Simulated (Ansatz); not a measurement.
System: Ga2O3 (model structure, started from the Bi2O3 type, P6₃mc, No. 186, 20 atoms in the cell). Method: r²SCAN in Ansatz (PAW).

Numerical settings: plane-wave cutoff 560 eV, 6×6×8 k mesh (along the axes of the cell as run), Fermi–Dirac smearing 0.01 eV, scalar-relativistic PAW data made under PBE.

Cell (relaxed at this level):

```cif
data_Ga8O12
_chemical_formula_sum 'Ga8 O12'
_space_group_name_H-M_alt 'P 1'
_space_group_IT_number 1
_cell_length_a 7.08512
_cell_length_b 7.08512
_cell_length_c 4.80104
_cell_angle_alpha 90.000
_cell_angle_beta 90.000
_cell_angle_gamma 120.000
loop_
_space_group_symop_operation_xyz
  'x, y, z'
loop_
_atom_site_label
_atom_site_type_symbol
_atom_site_fract_x
_atom_site_fract_y
_atom_site_fract_z
_atom_site_occupancy
Ga1 Ga 0.33335 0.16668 0.77547 1
Ga2 Ga 0.16668 0.33335 0.27547 1
Ga3 Ga 0.83332 0.16668 0.77547 1
Ga4 Ga 0.66665 0.83332 0.27547 1
Ga5 Ga 0.83332 0.66665 0.77547 1
Ga6 Ga 0.16668 0.83332 0.27547 1
Ga7 Ga 0.33333 0.66667 0.66900 1
Ga8 Ga 0.66667 0.33333 0.16900 1
O1 O 0.54681 0.09362 0.92580 1
O2 O 0.45319 0.54681 0.42580 1
O3 O 0.90638 0.45319 0.92580 1
O4 O 0.45319 0.90638 0.42580 1
O5 O 0.54681 0.45319 0.92580 1
O6 O 0.09362 0.54681 0.42580 1
O7 O 0.72434 0.86217 0.88875 1
O8 O 0.86217 0.72434 0.38875 1
O9 O 0.13783 0.86217 0.88875 1
O10 O 0.27566 0.13783 0.38875 1
O11 O 0.13783 0.27566 0.88875 1
O12 O 0.86217 0.13783 0.38875 1
```

**Question.** Give the computed band gap and smallest direct gap on the k points sampled.

**Answer.** 
* **band gap**: 0.88 eV (indirect)
* **smallest direct gap on the k points sampled**: 0.98 eV

Note: the relaxation could raise the start's symmetry but not lower it, so the cell can be a saddle point.

Spin–orbit coupling is not included.

A model structure was made by putting elements into a prototype or built by hand; it is no filed structure, need not be a known phase, and can be a saddle point held by its symmetry.

Ansatz is a program for electronic structure.
